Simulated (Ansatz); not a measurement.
Consider a periodic stack without vacuum, hcp Hf (1 1 0) on polar orthorhombic HfO2 (0 1 0) (film strained to the substrate, faces as cut): substrate slab O20Hf8, film Hf12, surface cells [[0, -1], [1, 0]] and [[1, 0], [0, 1]], film strained by -4.6 and +0.7 %, faces O/O and Hf/Hf as cut (like faces can put a slab off its formula). Its start:

```yaml
crystal:
  lattice:
    - [5.10122, 0.00000, -0.06295]
    - [0.00000, 5.29387, -0.01856]
    - [-1.98717, -1.84404, 21.29856]
  atoms:
    - { symbol: O, position: [0.09127, 0.11750, 0.05430] }
    - { symbol: O, position: [0.62084, 0.37050, 0.06541] }
    - { symbol: O, position: [0.62042, 0.91341, 0.01999] }
    - { symbol: O, position: [0.09253, 0.58809, 0.02655] }
    - { symbol: Hf, position: [0.28370, 0.45926, 0.10333] }
    - { symbol: Hf, position: [0.77873, 0.03687, 0.10895] }
    - { symbol: Hf, position: [0.83151, 0.57356, 0.21625] }
    - { symbol: Hf, position: [0.33143, 0.00549, 0.21734] }
    - { symbol: O, position: [0.22484, 0.20727, 0.29641] }
    - { symbol: O, position: [0.72635, 0.43367, 0.29672] }
    - { symbol: O, position: [0.70377, 0.91668, 0.26601] }
    - { symbol: O, position: [0.20291, 0.69530, 0.26566] }
    - { symbol: O, position: [0.54812, 0.75583, 0.15276] }
    - { symbol: O, position: [0.04970, 0.78614, 0.15333] }
    - { symbol: O, position: [0.05884, 0.28809, 0.17059] }
    - { symbol: O, position: [0.55931, 0.25989, 0.17472] }
    - { symbol: Hf, position: [0.39658, 0.55566, 0.34296] }
    - { symbol: Hf, position: [0.89554, 0.12002, 0.34296] }
    - { symbol: Hf, position: [0.93634, 0.65896, 0.45605] }
    - { symbol: Hf, position: [0.43614, 0.09935, 0.45588] }
    - { symbol: O, position: [0.35518, 0.34024, 0.52890] }
    - { symbol: O, position: [0.85751, 0.47545, 0.53038] }
    - { symbol: O, position: [0.74608, 0.95388, 0.51243] }
    - { symbol: O, position: [0.24622, 0.84595, 0.51174] }
    - { symbol: O, position: [0.66316, 0.83320, 0.39149] }
    - { symbol: O, position: [0.16325, 0.87826, 0.39073] }
    - { symbol: O, position: [0.16732, 0.39292, 0.40643] }
    - { symbol: O, position: [0.66825, 0.33023, 0.40703] }
    - { symbol: Hf, position: [0.06539, 0.17018, 0.57546] }
    - { symbol: Hf, position: [0.56107, 0.67235, 0.57551] }
    - { symbol: Hf, position: [0.09447, 0.69751, 0.66183] }
    - { symbol: Hf, position: [0.60990, 0.18951, 0.66337] }
    - { symbol: Hf, position: [0.15226, 0.22394, 0.73742] }
    - { symbol: Hf, position: [0.63582, 0.70851, 0.73765] }
    - { symbol: Hf, position: [0.17882, 0.75739, 0.81659] }
    - { symbol: Hf, position: [0.70046, 0.23390, 0.81747] }
    - { symbol: Hf, position: [0.24184, 0.29544, 0.89222] }
    - { symbol: Hf, position: [0.71712, 0.76247, 0.89290] }
    - { symbol: Hf, position: [0.25473, 0.84733, 0.97480] }
    - { symbol: Hf, position: [0.79843, 0.28063, 0.98208] }
```

The start was prepared with a machine-learned potential, and the result is one local minimum, with the in-plane cell held and forces under 0.04 eV/Å; the film can end far from its bulk form.

Method: PBE (plane waves to 420 eV, PAW; Ansatz, a program for electronic structure). Spin–orbit coupling is left out; the runs are not spin-polarised; PBE gaps are too small against experiment. Its k-point mesh 5×5×1, Fermi–Dirac width 0.05 eV.

Predict the relaxed interface.


* **interface area**: 27.0 Å²
* **period**: 21.00 Å
* **gaps between the outermost planes at the two interfaces**: 0.53 and 0.46 Å
* **Hf–O contacts across the interfaces within 1.22 times the sum of covalent radii**: 18, mean 2.26 Å
* **Hf–Hf contacts across the interfaces within 1.22 times the sum of covalent radii**: 15, mean 3.63 Å
